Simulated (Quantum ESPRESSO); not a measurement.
A user runs Quantum ESPRESSO on Sn3Pt2 (P6_3/mmc, 10 atoms in the cell) and asks whether the run is sound. The aim is a self-consistent single point with DFT, LDA (PZ), plane waves, GBRV 1.5 ultrasoft (LDA) pseudopotentials.

Cell that was meant: a = 4.3340 Å, b = 4.3340 Å, c = 12.9600 Å, α = 90.00°, β = 90.00°, γ = 120.00°.

Part of the input:

```fortran
 occupations = 'smearing'
 smearing = 'gauss'
 degauss = 0.0073499
 tot_charge = 1
/
&electrons
 conv_thr = 1.0d-9
```

Log, with long lists cut:

```
     G-vector sticks info
     --------------------
     sticks:   dense  smooth     PW     G-vecs:    dense   smooth      PW
   [... lines left out ...]
        k(    2) = (   0.0000000   0.2886751   0.0000000), wk =   0.7500000
        k(    3) = (   0.0000000  -0.5773503   0.0000000), wk =   0.3750000
        k(    4) = (   0.2500000   0.4330127   0.0000000), wk =   0.7500000

     Dense  grid:   137701 G-vectors     FFT dimensions: (  48,  48, 144)

     Smooth grid:    48663 G-vectors     FFT dimensions: (  36,  36, 100)

     Initial potential from superposition of free atoms

     starting charge     139.9998, renormalised to     147.0000

     negative rho (up, down):  7.589E-01 0.000E+00
     Self-consistent Calculation

     iteration #  1     ecut=    40.00 Ry     beta= 0.30

     negative rho (up, down):  7.078E-01 0.000E+00

     total energy              =   -1794.56604376 Ry
     estimated scf accuracy    <      17.55417850 Ry

     iteration #  2     ecut=    40.00 Ry     beta= 0.30

     negative rho (up, down):  7.054E-01 0.000E+00

     total energy              =   -1797.83212509 Ry
     estimated scf accuracy    <       2.86890514 Ry

     iteration #  3     ecut=    40.00 Ry     beta= 0.30

     negative rho (up, down):  6.936E-01 0.000E+00

     total energy              =   -1797.95557955 Ry
     estimated scf accuracy    <       0.36766340 Ry

   [... 9 blocks of this kind left out ...]

     iteration # 13     ecut=    40.00 Ry     beta= 0.30

     negative rho (up, down):  6.838E-01 0.000E+00

     total energy              =   -1798.02782437 Ry
     estimated scf accuracy    <          7.5E-09 Ry

     iteration # 14     ecut=    40.00 Ry     beta= 0.30

     negative rho (up, down):  6.838E-01 0.000E+00
     End of self-consistent calculation

   [... 9 lines left out ...]

   [... 9 lines left out ...]

     the Fermi energy is    14.5855 ev

!    total energy              =   -1798.02782437 Ry
     estimated scf accuracy    <          2.0E-10 Ry
     smearing contrib. (-TS)   =      -0.00141737 Ry
     internal energy E=F+TS    =   -1798.02640700 Ry

     convergence has been achieved in  14 iterations

     negative rho (up, down):  6.838E-01 0.000E+00

     Forces acting on atoms (cartesian axes, Ry/au):

     atom    1 type  1   force =     0.00000000    0.00000000    0.00000000
     atom    2 type  1   force =     0.00000000    0.00000000   -0.00000000
     atom    3 type  2   force =     0.00000000   -0.00000000    0.01088258
   [... lines left out ...]
     Total force =     0.032815     Total SCF correction =     0.000076
   [... lines left out ...]

     negative rho (up, down):  6.838E-01 0.000E+00
          total   stress  (Ry/bohr**3)                   (kbar)     P=     -172.15
  -0.00116229  -0.00000000   0.00000000         -170.98       -0.00        0.00
  -0.00000000  -0.00116229   0.00000000           -0.00     -170.98        0.00
  -0.00000000  -0.00000000  -0.00118616           -0.00       -0.00     -174.49

   JOB DONE.
```

Q: Is this run sound? If not, what is wrong?

A: The run is not sound. The fault is an unintended net charge. A charged periodic cell changes the electron count and is neutralised by a uniform background, so energy, forces and pressure belong to another system. To fix it, remove the charge. The run converged in 14 iterations without an error; against the sound input the pressure goes from -1.61 to -17.21 GPa and the largest force goes from 0.411 to 0.316 eV/Å.

The sound input it was made from differs as follows (other fixes are possible):
```diff
- tot_charge = 1
```

With that input, the run converged in 13 iterations: free energy E − TS -24448.5799 eV; Fermi level (on the code's own zero) 14.97 eV; pressure -1.61 GPa; largest force (vector length) 0.411 eV/Å (DFT, LDA (PZ), plane waves, GBRV 1.5 ultrasoft (LDA) pseudopotentials).

On the sound input: the starting cell comes from a database of published, mostly measured structures (it also holds non-ambient and calculated ones), without a prior relaxation at this level. Spin polarisation is off. Without a gap this mesh is coarse (it stands for a supercell whose shortest vector is 13 Å).
